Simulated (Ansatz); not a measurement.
Consider the following.

End structure of the (111) surface of fcc Au, (√3x√3)R30°, one Au site of the top plane empty (bottom of the slab: a bare face, its two planes held):

```yaml
crystal:
  lattice:
    - [4.40939, 2.54576, 0.00000]
    - [-4.40939, 2.54576, 0.00000]
    - [0.00000, 0.00000, 28.50000]
  atoms:
    - { symbol: Au, position: [0.00000, 0.66667, 0.28946] }
    - { symbol: Au, position: [0.33333, 0.33333, 0.28946] }
    - { symbol: Au, position: [0.66667, 0.00000, 0.28946] }
    - { symbol: Au, position: [0.00000, 0.33333, 0.37368] }
    - { symbol: Au, position: [0.33333, 0.00000, 0.37368] }
    - { symbol: Au, position: [0.66667, 0.66667, 0.37368] }
    - { symbol: Au, position: [0.00000, 0.00000, 0.45706] }
    - { symbol: Au, position: [0.33333, 0.66667, 0.45774] }
    - { symbol: Au, position: [0.66667, 0.33333, 0.45774] }
    - { symbol: Au, position: [0.00000, 0.66777, 0.54159] }
    - { symbol: Au, position: [0.33223, 0.33223, 0.54159] }
    - { symbol: Au, position: [0.66777, 0.00000, 0.54159] }
    - { symbol: Au, position: [0.00000, 0.32601, 0.62563] }
    - { symbol: Au, position: [0.32601, 0.00000, 0.62563] }
    - { symbol: Au, position: [0.67399, 0.67399, 0.62563] }
    - { symbol: Au, position: [0.33333, 0.66667, 0.70483] }
    - { symbol: Au, position: [0.66667, 0.33333, 0.70483] }
```

Model: 17-atom slab, 12.0 Å thick at the start, 9x9x1 mesh, Fermi-Dirac 0.1 eV, dipole correction, 6 atoms held, the rest relaxed; symmetry of the start imposed; no spin, no spin-orbit, no U. In PBE it lies 0.05 eV a 1x1 cell over the lowest computed structure of the same composition (one row in 3 of the top plane missing).

Q: Give the work function of the top face at the level PBE (Ansatz, a first-principles code).

A: 4.98 eV
